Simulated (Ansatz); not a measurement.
Cells marked so need not be the phases stable at ambient conditions, and some may be hypothetical.

 Where the default PAW files enter, the runs use the earlier of Ansatz's two default sets.

No gap correction and no spin-orbit coupling; mid-gap values are interpolated between computed energies.

A. ScAlCO (P6_3mc, not sure to be the ambient phase, 8 atoms a cell, 11.6 Å³ an atom), along the normal of (001)
B. MgI2 (P-3m1, CdI2 type, not sure to be the ambient phase, 3 atoms a cell, 33.5 Å³ an atom), along the normal of (001)
C. Cd(HO)2 (P-3m1, not sure to be the ambient phase, 5 atoms a cell, 10.0 Å³ an atom, -2 GPa at this level), along the normal of (001)
D. SrCl₂ (Fm-3m, fluorite, not sure to be the ambient phase, 3 atoms a cell, 28.6 Å³ an atom), along the normal of (111)

### Question
Rank these by mid-gap decay constant of the slowest evanescent state (lowest first), as r2SCAN (Ansatz, an electronic-structure program) gives it.

### Answer
B (0.26 1/Å), A (0.30 1/Å), C (0.34 1/Å), D (0.42 1/Å)
